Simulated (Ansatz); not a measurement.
## K2Te: response to strain

The reference is K2Te in the anti-fluorite structure (space group Fm-3m, No. 225; a = 8.091 Å).

Strains are applied to the cell and any free atomic positions relax.

Calculations: PBEsol (Ansatz, a quantum-chemistry and plane-wave program; PAW; 420 eV plane waves; scalar-relativistic without spin-orbit coupling).

Candidates:
(a) isotropic strain −0.50 %
(b) isotropic strain +0.50 %
(c) isotropic strain −1.00 %
(d) isotropic strain −3.00 %

Before the change:

| Item | Result |
|---|---|
| Band gap | 2.16 eV |

Question: Order them by band gap, lowest first.

Answer: (b) isotropic strain +0.50 % (2.13 eV), (a) isotropic strain −0.50 % (2.20 eV), (c) isotropic strain −1.00 % (2.23 eV), (d) isotropic strain −3.00 % (2.36 eV)

With Te present, leaving out spin-orbit coupling can change the band edges. Whether these cells are dynamically stable was not tested.
